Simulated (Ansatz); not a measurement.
Consider this model of amorphous Al₂₈O₄₄Ti.

```xyz
73
Lattice="9.1816 -0.0523 -0.1394 -0.0523 9.3469 -0.1308 -0.1394 -0.1308 9.4539" Properties=species:S:1:pos:R:3 pbc="T T T"
Al     5.7375     1.1370     6.6540
Al     7.0740     6.5187     3.6979
Al     6.9244     6.6309     9.0449
Al     2.5997     8.8781     1.8114
Al     4.9620     4.4147     0.5002
Al     1.9814     5.7964     1.9462
Al     3.3621     2.8547     7.2374
Al     8.8532     1.9488     7.5604
Al     1.2747     4.2137     8.8662
Al     5.4539     5.0226     7.0361
Al     6.4972     2.2045     2.6780
Al     8.1931     4.6538     1.4502
Al     5.3932    -0.0284     0.3425
Al     0.4064     1.9442     2.0161
Al     8.5945     5.2266     6.4793
Al     5.2267     9.0631     3.7619
Al     0.1014     0.8981     4.5333
Al     3.6818     2.3614     2.5909
Al     0.5416     6.8463     4.6173
Al     4.7906     6.8555     2.0232
Al     2.5979     5.8419     6.7544
Al     7.6924     8.8120     1.7314
Al     4.7140     4.5226     4.3097
Al     1.6898     8.9807     6.4786
Al     4.8036     7.9942     6.8956
Al     7.3777     3.0845     5.2278
Al     0.5538     7.1971     9.0418
Al     1.4872     3.8718     4.6248
O      3.7438     5.5513     1.3791
O      3.6228    -0.0232     0.4621
O      0.4200     1.6748     0.0117
O      1.1464     8.6795     8.2149
O      4.8666     1.2893     3.3283
O     -0.0519     3.7365     7.8634
O      5.7485     6.6865     7.6379
O      7.2712     1.9162     6.8188
O      7.5488     1.5070     4.2073
O      0.8280     4.6711     1.1041
O      4.7343     2.4713     6.2174
O      6.5876     0.7638     1.3777
O      8.2411     6.0146     2.5276
O      6.1744     3.5688     3.9323
O      2.8222     1.0223     7.3440
O      4.4951     4.1622     8.2328
O      1.0241     2.3227     3.7708
O      2.2895     1.3790     1.8375
O      0.4594     1.0504     6.3715
O      1.5849     5.6587     3.6784
O      0.9937     6.2128     6.1841
O      3.8687     8.1696     2.8573
O      1.9406     5.8207     8.5118
O      6.6829     5.1220     0.4651
O      3.2612     3.6952     3.6666
O      8.0585     2.9497     1.8722
O      5.4553     0.0429     8.0680
O      5.3486     8.9829     5.5015
O      6.6613     8.1933     3.1142
O      2.3013     3.9529     6.3027
O      1.6414     7.4621     1.3103
O      1.0667     8.5886     4.7337
O      8.2513     7.9165     0.3311
O      3.1001     7.6730     6.6523
O      4.2632     5.4556     5.7966
O     -0.0218     0.3132     2.6706
O      5.6686     7.5993     0.6667
O      2.4757     2.8716     8.9128
O      8.9480     3.9892     5.0811
O      5.4080     5.9692     3.4262
O      8.0221     6.6657     5.1157
O      4.9773     2.9752     1.4907
O      8.4180     6.1686     8.0770
O      6.9080     4.4967     6.3392
Ti     2.0880     0.9487     9.0684
```

All values below come from PBE, scalar-relativistic without spin-orbit coupling (plane waves to 420 eV, PAW; Ansatz, a first-principles code).

The cell was made by melting and quenching with the CHGNet potential and then relaxed with DFT. O atoms were pushed apart under 1.9 Å during the dynamics, to hinder bonds among them. The hot cell started wider than the set density and was brought back towards it in steps. It is the lowest in DFT energy of 2 quenches. It is a model cell: composition and starting density were chosen by hand, and all elements were melted together. No dispersion term was used. Its density started from a set value of 3.12 and ended at 3.09 g/cm³. Cooling (nominally 280 K/ps over its main leg) ran many orders faster than in experiment, which tends to leave more defects and strain. A cell of this size samples the disorder only roughly. Volume and shape were free in the relaxation.

Bonds are counted up to Al-Al 2.66 Å, Al-O 2.22 Å, Al-Ti 2.89 Å, O-O 1.58 Å, O-Ti 2.49 Å, Ti-Ti 3.12 Å. Two cations that share two anions don't count as bonded, nor two that share one unless they lie closer than Al-Al 2.59 Å, Al-Ti 2.81 Å, Ti-Ti 3.04 Å.

**Question.** Give the coordination numbers, mean bond lengths and angles.

**Answer.** 
```json
{
  "Mean coordination of Al by anions": "4.46 (17 with 4, 9 with 5, 2 with 6)",
  "Mean coordination of O": "2.98 (2 with 2, 41 with 3, 1 with 4)",
  "Mean coordination of Ti by anions": "6.00 (1 with 6)",
  "Mean Al-O bond": "1.845 Å (spread 0.084 Å, 125 counted)",
  "Mean O-Ti bond": "1.997 Å (spread 0.116 Å, 6 counted)",
  "Bond angle at Al": "mean 107.7°, spread 22.0°",
  "Bond angle at O": "mean 117.2°, spread 14.5°",
  "Bond angle at Ti": "mean 103.4°, spread 26.7°"
}
```

**Question.** Which atoms depart from the most common coordination of their element?

**Answer.** Al3 has 5 (O61 1.81 Å, O35 1.83 Å, O71 1.84 Å, O52 1.90 Å, O65 1.95 Å); Al7 has 5 (O39 1.75 Å, O58 1.79 Å, O66 1.90 Å, O43 1.91 Å, O44 2.00 Å); Al11 has 6 (O42 1.88 Å, O54 1.91 Å, O40 1.94 Å, O33 1.98 Å, O37 1.98 Å, O70 2.08 Å); Al14 has 5 (O64 1.81 Å, O54 1.86 Å, O45 1.90 Å, O46 1.97 Å, O31 2.02 Å); Al15 has 6 (O72 1.84 Å, O71 1.86 Å, O49 1.89 Å, O67 1.90 Å, O34 2.05 Å, O69 2.06 Å); Al17 has 5 (O45 1.86 Å, O37 1.87 Å, O47 1.88 Å, O64 1.96 Å, O60 1.97 Å); Al21 has 5 (O49 1.74 Å, O51 1.88 Å, O62 1.90 Å, O63 1.96 Å, O58 1.96 Å); Al24 has 5 (O32 1.84 Å, O60 1.89 Å, O43 1.91 Å, O47 1.93 Å, O62 1.93 Å); Al26 has 5 (O67 1.82 Å, O42 1.83 Å, O72 1.86 Å, O37 1.89 Å, O36 1.98 Å); Al27 has 5 (O32 1.80 Å, O71 1.84 Å, O61 1.96 Å, O59 1.97 Å, O51 2.02 Å); Al28 has 5 (O45 1.83 Å, O67 1.83 Å, O58 1.87 Å, O53 2.02 Å, O48 2.02 Å); O39 has 2 (Al1 1.73 Å, Al7 1.75 Å); O41 has 2 (Al2 1.73 Å, Al12 1.74 Å); O46 has 4 (Al18 1.86 Å, Al4 1.89 Å, Al14 1.97 Å, Ti73 2.24 Å).

**Question.** List the pairs of like atoms that count as bonded by the rules above.

**Answer.** There are none by these rules.
